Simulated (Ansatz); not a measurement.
## Step by step: formation energy of PtTe2 (P-3m1) from the elements

We look at the formation energy of PtTe2 (P-3m1) from the elements. Reaction: 2 Te (P3₁21) + Pt (fcc) → PtTe2 (P-3m1). The sign is products less reactants. The value is per atom of the solid.

PtTe2 (P-3m1), 3 atoms in the cell; metallic (partly filled levels) with PBE. Conventional cell: a = 4.0527 Å, b = 4.0527 Å, c = 5.0891 Å, α = 90.00°, β = 90.00°, γ = 120.00°.

Method: Ansatz (a quantum-chemistry and plane-wave program), PAW, neutral cells at 0 K with nuclei at rest, on structures from PBE+D3(BJ). Ansatz runs with its PAW set soft_1. Other levels take these structures. The lattices are those relaxed with PBE+D3(BJ), so at other levels the solids can be strained, which adds to the spread. Space groups of crystals are read within 0.01 Å. The runs are scalar-relativistic, without spin-orbit coupling.

Total energies of the cells in eV, at zero smearing width. They compare only within one column; the weights balance every element.

| cell | atoms | weight | PBE+D3(BJ) | LDA |
|---|---|---|---|---|
| PtTe2 (P-3m1) | 3 | +3/2 | -26487.62276 | -25902.05239 |
| Te (P3₁21) | 3 | −1 | -20941.47473 | -20481.80726 |
| Pt (fcc) | 1 | −3/2 | -12525.47242 | -12246.26748 |

PBE+D3(BJ): 3/2 × (-26487.62276) − (-20941.47473) − 3/2 × (-12525.47242) = -1.751 eV; dividing by 9/2 atoms gives -0.39 eV/atom.

LDA: 3/2 × (-25902.05239) − (-20481.80726) − 3/2 × (-12246.26748) = -1.870 eV; dividing by 9/2 atoms gives -0.42 eV/atom.

What follows from the PBE+D3(BJ) value: A formula unit of PtTe2 has 3 atoms, so it forms with -0.3891 × 3 = -1.167 eV, or -112.6 kJ/mol at 96.485 kJ/mol per eV.
